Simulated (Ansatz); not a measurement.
Take ZnGeP2 in the chalcopyrite structure (space group I-42d, No. 122; a = 5.374 Å, c = 10.625 Å) as the base.

Computed with Ansatz (an electronic-structure program) LDA, no spin-orbit coupling.

Base values:

```
Quantity                               Value
---------------------  ---------------------
Band gap                             1.00 eV
Smallest direct gap                  1.18 eV
Pressure                           -0.01 GPa
Valence-band top at Γ  0.00, -0.07, -0.07 eV
```

Now apply this change: every lattice vector is shortened by 0.75 %; the atoms relax in the strained cell.

Task: How does this affect the band gap, smallest direct gap, pressure and valence-band top at Γ?

Result: The band gap shrinks by 0.03 eV, from 1.00 eV to 0.97 eV; the smallest direct gap shrinks by 0.05 eV (1.18 eV → 1.13 eV); the pressure (mean of the normal stresses, compression positive) increases by 2.111 GPa to 2.11 GPa; the valence-band top at Γ (three highest levels, from the VBM) changes from 0.00, -0.07, -0.07 eV to 0.00, -0.06, -0.06 eV.

No phonon test of stability was made.
